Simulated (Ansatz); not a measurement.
## What a tighter setting buys: basis.ecutwfc, Sc₂Co (I4/mcm, 6 atoms in the cell)

```
Sc2Co
1.0
   -3.14128     3.14128     2.81372
    3.14128    -3.14128     2.81372
    3.14128     3.14128    -2.81372
Sc Co
4 2
Direct
  0.32159   0.82159   0.14318
  0.67841   0.17841   0.85682
  0.82159   0.67841   0.50000
  0.17841   0.32159   0.50000
  0.75000   0.75000   0.00000
  0.25000   0.25000   0.00000
```

Method of the run: PBEsol, harder PAW files (source: ansatz) made with PBE (plane waves; Ansatz, an electronic-structure program).

Base settings: basis.ecutwfc = 900 eV; kpoints.mp_grid.grid = 6 6 6; hamiltonian.xc = pbesol; hamiltonian.pseudopotentials = {kind: paw, source: ansatz}; scf.occupations.method = fermi_dirac; scf.occupations.width = 0.1 eV.

Misses are taken against the tightest run, 1800 eV, which need not be fully converged itself. The energy is the free energy per atom.

The count of work is k-points × plane waves × bands × iterations; it is no time, and leaves out set-up, grids and terms that scale otherwise. 

Ansatz's pressure holds its estimate of the finite-basis (Pulay) stress, which hides part of the cutoff error; the uncorrected pressure shows it.

The starting cell comes from a database of computed structures (which also holds hypothetical and non-ambient phases and stackings), without a prior relaxation at this level. Spin polarisation is off. In the base run, with a pressure of about -3 GPa the cell is away from its equilibrium volume at this level. Ansatz's pressure includes its estimate of the finite-basis (Pulay) stress.

```tsv
basis.ecutwfc	energy less reference (meV/atom)	pressure less reference (GPa)	largest difference in the force on any atom (eV/Å)	uncorrected pressure less reference (GPa)	count of work / reference
360 eV	6442.80	6.59	0.234	-251.84	0.11
450 eV	1181.96	-0.46	0.007	-57.26	0.14
540 eV	216.44	0.16	0.006	-12.99	0.16
630 eV	35.23	0.01	0.002	-2.65	0.21
720 eV	5.14	0.01	0.001	-0.45	0.25
810 eV	1.01	0.00	0.000	-0.05	0.30
900 eV	0.55	0.00	0.000	-0.01	0.35
1035 eV	0.38	0.00	0.000	0.00	0.43
1170 eV	0.25	0.00	0.000	0.00	0.53
1350 eV	0.11	0.00	0.000	0.00	0.65
1575 eV	0.04	0.00	0.000	0.00	0.81
1800 eV	0.00	0.00	0.000	0.00	1.0
```

Coarsest setting among those run that, with all tighter ones, holds the energy within 20 meV/atom of the reference: 720 eV, off by 5.1 meV/atom; it needs 0.25 of the reference's count of work.

Coarsest setting among those run that, with all tighter ones, holds the energy within 0.5 meV/atom of the reference: 1035 eV, off by 0.38 meV/atom; it needs 0.43 of the reference's count of work.

The step from 450 eV to 1575 eV: it takes the miss in the energy from 1200 to 0.04 meV/atom, for 5.8 times the count of work.

Keys are those of Ansatz 0.2.
